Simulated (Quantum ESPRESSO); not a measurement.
**Quick settings and what they miss: Na3Cd (Fm-3m, 4 atoms in the cell)**

Self-consistent single point.

```
CELL_PARAMETERS angstrom
     -3.90299     0.00000     3.90299
      0.00000     3.90299     3.90299
     -3.90299     3.90299     0.00000
ATOMIC_POSITIONS crystal
  Na 0.25000 0.25000 0.25000
  Na 0.75000 0.75000 0.75000
  Na 0.50000 0.50000 0.50000
  Cd 0.00000 0.00000 0.00000
```

Method of the run: PBEsol, GBRV 1.5 ultrasoft (PBESOL) pseudopotentials (plane waves; Quantum ESPRESSO).

Base settings: ecutwfc = 40 Ry; ecutrho = 200 Ry; occupations = smearing; smearing = gaussian; degauss = 0.0099958 Ry; potentials = {Na: na_pbesol_v1.5.uspp.F.UPF, Cd: cd_pbesol_v1.uspp.F.UPF}; K_POINTS = automatic 7 7 7 0 0 0; conv_thr = 1e-10 Ry; mixing_beta = 0.3.

Tight run (finer mesh or higher cutoff; not a proven limit): ecutwfc: 40 Ry → 56 Ry; ecutrho: 200 Ry → 280 Ry; conv_thr: 1e-10 Ry → 7.3e-11 Ry; K_POINTS: automatic 7 7 7 0 0 0 → automatic 10 10 10 0 0 0. It gave Fermi level (on the code's own zero) 3.64 eV; pressure -0.73 GPa.

Quick runs, as changes from the base:
- A: the base itself
- B: ecutwfc: 40 Ry → 24 Ry; ecutrho: 200 Ry → 120 Ry; smearing: gaussian → fermi-dirac; degauss: 0.0099958 Ry → 0.036749 Ry; pseudopotentials: {Na: na_pbesol_v1.5.uspp.F.UPF, Cd: cd_pbesol_v1.uspp.F.UPF} → {Na: na_lda_v1.5.uspp.F.UPF, Cd: cd_lda_v1.uspp.F.UPF}; K_POINTS: automatic 7 7 7 0 0 0 → automatic 6 6 6 0 0 0 [LDA (PZ)]
- C: ecutwfc: 40 Ry → 20 Ry; ecutrho: 200 Ry → 100 Ry; smearing: gaussian → marzari-vanderbilt; degauss: 0.0099958 Ry → 0.036749 Ry; K_POINTS: automatic 7 7 7 0 0 0 → automatic 8 8 8 0 0 0
- D: ecutwfc: 40 Ry → 24 Ry; ecutrho: 200 Ry → 120 Ry; degauss: 0.0099958 Ry → 0.0147 Ry; conv_thr: 1e-10 Ry → 7.3e-05 Ry; pseudopotentials: {Na: na_pbesol_v1.5.uspp.F.UPF, Cd: cd_pbesol_v1.uspp.F.UPF} → {Na: na_lda_v1.5.uspp.F.UPF, Cd: cd_lda_v1.uspp.F.UPF}; K_POINTS: automatic 7 7 7 0 0 0 → automatic 3 3 3 0 0 0 [LDA (PZ)]
- E: ecutwfc: 40 Ry → 32 Ry; ecutrho: 200 Ry → 160 Ry; conv_thr: 1e-10 Ry → 7.3e-05 Ry; K_POINTS: automatic 7 7 7 0 0 0 → automatic 6 6 6 1 1 1
- F: ecutwfc: 40 Ry → 28 Ry; ecutrho: 200 Ry → 140 Ry; K_POINTS: automatic 7 7 7 0 0 0 → automatic 4 4 4 0 0 0

Energies are extrapolated to zero smearing width, which holds to low order in the width alone (under cold and Methfessel-Paxton smearing the free energy itself is taken).

Dashes: energy of B, D, another energy zero; pressure of D, E, not trusted under this conv_thr with d or f elements; time of D, F, under 30 s.

† marks runs with another functional, U, potentials or spin treatment: their distance from the tight run is not a convergence error alone.

The count of work is k-points × plane waves × bands × iterations; it is no time. Core times come from one kind of shared machine and are given to one figure; runs under 30 s give none.

The starting cell comes from a database of computed structures (which also holds hypothetical and non-ambient phases and stackings), without a prior relaxation at this level. Its lattice was rescaled by a random factor within 2.5 % of one.

```tsv
run	energy less tight (meV/atom)	pressure less tight (GPa)	count of work / tight	core time / tight (rough)
A	11.4	0.22	0.30	0.3
B†	–	-32.37	0.11	0.1
C	4300.6	-110.78	0.16	0.2
D†	–	–	0.011	–
E	52.5	–	0.12	0.2
F	215.4	-7.94	0.071	–
```

Among the runs at the tight run's level, the energy misses run from 11.4 to 4300.6 meV/atom.
